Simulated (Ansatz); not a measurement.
# A computed series for hypothetical diamond Os: response to strain

The parent structure is Os in the diamond structure (space group Fd-3m, No. 227; a = 5.557 Å; a hypothetical phase, not in the database extracts checked; relaxed with 0.1 eV smearing). Axes: x, y, z lie along the cube axes.

Strains are applied to the cell and any free atomic positions relax.

Levels (all Ansatz, a quantum-chemistry and plane-wave program, PAW): PBE (420 eV, no SOC); PBEsol (420 eV, no spin-orbit coupling).

The base cell above is that of PBE; each level relaxes its own structures.

```tsv
case	pressure, PBE	pressure, PBEsol
isotropic strain −3.47 %	27.6 GPa	30.0 GPa
uniaxial strain ε_yy = +4.73 %	-8.7 GPa	?
uniaxial strain ε_zz = −1.17 %	2.5 GPa	?
```

Question: What belongs in the blanks?

Answer: 
- uniaxial strain ε_yy = +4.73 %, pressure, PBEsol: -9.5 GPa
- uniaxial strain ε_zz = −1.17 %, pressure, PBEsol: 2.7 GPa

The two levels differ by at most about 2.4 GPa. They put the cases in the same order.

No phonon test of stability was made. The final runs are not spin-polarised.
